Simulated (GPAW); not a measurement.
```xyz
2
Lattice="0.0000 3.0778 3.0778 3.0778 0.0000 3.0778 3.0778 3.0778 0.0000" Properties=species:S:1:pos:R:3 pbc="T T T"
Sc     3.0778     3.0778     3.0778
Bi     0.0000     0.0000     0.0000
```

Method: LDA (Perdew-Wang 92), GPAW PAW datasets LDA (gpaw-data 1.0.1) (plane waves; GPAW).

The set-up and first iterations of a GPAW log for ScBi (Fm-3m, 2 atoms in the cell):

```
Input parameters:
  kpts: [5 5 5]
  maxiter: 100
  mode: {ecut: 800,
         name: pw}
  nbands: -8
  occupations: {name: methfessel-paxton,
                order: 0,
                width: 0.2}
  symmetry: {symmorphic: False,
             tolerance: 0.0005}

species:
  Sc:
    name: Scandium
    Z: 21.0
    valence: 11
    core: 10
    charge: 0.0
    file: Sc.LDA.gz

    # Using partial waves for Sc as LCAO basis

  Bi:
    name: Bismuth
    Z: 83.0
    valence: 15
    core: 68
    charge: 0.0
    file: Bi.LDA.gz

    # Using partial waves for Bi as LCAO basis

Reference energy: -605279.975887  # eV

Spin-paired calculation

Convergence criteria:
 Maximum [total energy] change in last 3 cyles: 0.0005 eV / valence electron
 Maximum integral of absolute [dens]ity change: 0.0001 electrons / valence electron
 Maximum integral of absolute [eigenst]ate change: 4e-08 eV^2 / valence electron
 Maximum number of scf [iter]ations: 100

   [... lines left out ...]
  Number of coefficients (min, max): 2965, 3008
  Pulay-stress correction: 0.000000 eV/Ang^3 (de/decut=0.000000)

Occupation numbers: Methfessel-Paxton:
  width: 0.2000  # eV
  order: 0

Eigensolver

Densities:
  Coarse grid: 30*30*30 grid
  Fine grid: 60*60*60 grid
  Total Charge: 0.000000

Density mixing:
  Method: separate
  Backend: pulay
  Linear mixing parameter: 0.05
  old densities: 5
  Damping of long wavelength oscillations: 50

Hamiltonian:
  XC and Coulomb potentials evaluated on a 60*60*60 grid
  External potential:
    NoExternalPotential

Number of atoms: 2
Number of atomic orbitals: 22
Number of bands in calculation: 21
Number of valence electrons: 26
Bands to converge: occupied

Density initialized from atomic densities
  21 bands from LCAO basis set

Atomic positions and initial magnetic moments

Positions:
   0 Sc     3.077759    3.077759    3.077759    ( 0.0000,  0.0000,  0.0000)
   1 Bi     0.000000    0.000000    0.000000    ( 0.0000,  0.0000,  0.0000)

Unit cell:
           periodic     x           y           z      points  spacing
  1. axis:    yes    0.000000    3.077759    3.077759    30     0.1185
  2. axis:    yes    3.077759    0.000000    3.077759    30     0.1185
  3. axis:    yes    3.077759    3.077759    0.000000    30     0.1185

  Lengths:   4.352609   4.352609   4.352609
  Angles:   60.000000  60.000000  60.000000

Effective grid spacing dv^(1/3) = 0.1293
     iter     time        total  log10-change:
                         energy   eigst   dens
iter:   1 --:--:--   -12.036527
iter:   2 --:--:--   -12.071682   -0.50  -1.41
iter:   3 --:--:--   -11.984310   -1.39  -1.44
iter:   4 --:--:--   -11.994632   -1.95  -1.65
iter:   5 --:--:--   -12.028144   -2.36  -1.77
iter:   6 --:--:--   -11.996520   -2.69  -2.13
iter:   7 --:--:--   -11.996339   -3.20  -2.84
iter:   8 --:--:--   -11.996913c  -4.16  -2.63
iter:   9 --:--:--   -11.994209c  -3.78  -2.91
iter:  10 --:--:--   -11.994248c  -5.03  -3.07
iter:  11 --:--:--   -11.994149c  -5.83  -3.08
iter:  12 --:--:--   -11.994136c  -3.98  -2.98
```

**Question.** Will this run converge, and how will it end?

**Answer.** The run converged in 31 iterations. Its thresholds were met; that alone does not show that basis and mesh suffice. It ends on: free energy E − TS (from the program's reference atoms) -11.9989 eV; Fermi level (on the code's own zero) 5.71 eV; pressure -7.29 GPa. The log goes on:

```
   [... 9 lines left out ...]
iter:  22 --:--:--   -11.994050c  -6.03  -3.88
iter:  23 --:--:--   -11.994051c  -6.52  -3.90
iter:  24 --:--:--   -11.994053c  -6.01  -3.87
iter:  25 --:--:--   -11.994054c  -6.74  -3.96
iter:  26 --:--:--   -11.994041c  -6.10  -4.07c
iter:  27 --:--:--   -11.994042c  -7.31  -4.36c
iter:  28 --:--:--   -11.994042c  -6.88  -4.33c
iter:  29 --:--:--   -11.994043c  -6.49  -4.31c
iter:  30 --:--:--   -11.994042c  -6.75  -4.27c
iter:  31 --:--:--   -11.994042c  -7.87c -4.32c
Converged after 31 iterations.

Dipole moment: (-0.000000, 0.000000, -0.000000) |e|*Ang

Energy contributions relative to reference atoms: (reference = -605279.975887)

Kinetic:         +7.147627
Potential:       -7.078302
External:        +0.000000
XC:             -10.878908
Entropy (-ST):   -0.009707
Local:           -1.179605
SIC:             +0.000000
--------------------------
Free energy:    -11.998895
Extrapolated:   -11.994042

Showing only first 2 kpts
 Kpt  Band  Eigenvalues  Occupancy
  0    11      6.50574    0.00000
  0    12      6.50574    0.00000
  0    13      6.84080    0.00000
  0    14      6.84080    0.00000

  1    11      5.51943    1.81371
  1    12      5.51943    1.81371
  1    13      6.13134    0.00265
  1    14      6.96210    0.00000

Fermi level: 5.70634

No gap
No difference between direct/indirect transitions
Energy (eV): -11.994042

Forces in eV/Ang:
  0 Sc    0.00000    0.00000    0.00000
  1 Bi   -0.00000   -0.00000   -0.00000

Stress tensor:
     0.045518     0.000000    -0.000000
     0.000000     0.045518    -0.000000
    -0.000000    -0.000000     0.045518
Stress (GPa, Voigt): [ 7.2928  7.2928  7.2928 -0.     -0.      0.    ]
```

For comparison: a first run was changed to give this one (kpts: 8 8 8 → 5 5 5), and from it to this one the free energy rises by 4.7 meV/atom and the pressure hardly changes (-7.36 to -7.29 GPa).

The starting cell comes from a database of computed structures (which also holds hypothetical and non-ambient phases and stackings), without a prior relaxation at this level. Its lattice was rescaled by a random factor within 2.5 % of one. Spin-orbit coupling is off. With a pressure of about -7 GPa the cell is away from its equilibrium volume at this level.

The run was DFT LDA (Perdew-Wang 92), plane waves, GPAW PAW datasets LDA (gpaw-data 1.0.1). Main settings of its input:

| key | value |
|---|---|
| mode | pw |
| ecut | 800 eV |
| xc | LDA |
| kpts | 5 5 5 |
| mesh shift (steps) | 0 0 0 |
| occupations.name | methfessel-paxton |
| occupations.width | 0.2 eV |
| occupations.order | 0 |
| nbands | -8 |
| symmetry.symmorphic | false |
| symmetry.tolerance | 0.0005 |
| maxiter | 100 |
